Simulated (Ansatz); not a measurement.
Consider ZnSe in the zinc blende structure (space group F-43m, No. 216).

```yaml
crystal:
  lattice:
    - [0.00000, 2.86650, 2.86650]
    - [2.86650, 0.00000, 2.86650]
    - [2.86650, 2.86650, 0.00000]
  atoms:
    - { symbol: Zn, position: [0.00000, 0.00000, 0.00000] }
    - { symbol: Se, position: [0.25000, 0.25000, 0.25000] }
```

Level of theory: Ansatz (an electronic-structure program) PBE, spin-orbit coupling left out.

Strains are applied to the cell and any free atomic positions relax.

One change was made to it. Results:

```csv
quantity,base,after
band gap,1.15 eV,1.33 eV
electron mass,0.090 mₑ (at Γ),0.098 mₑ (at Γ)
```

**Question.** Which change produced these results?
(A) isotropic strain −2.00 %
(B) isotropic strain +1.50 %
(C) isotropic strain −1.50 %
(D) isotropic strain −2.50 %
(E) isotropic strain +3.00 %

**Answer.** C, isotropic strain −1.50 %. For comparison, the band gap in the other runs: isotropic strain −2.50 % gives 1.46 eV; isotropic strain +3.00 % gives 0.82 eV; isotropic strain +1.50 % gives 0.98 eV; isotropic strain −2.00 % gives 1.39 eV.

Masses are band curvatures over ±0.01 Å⁻¹ around the edge. Stability against distortions was not tested.
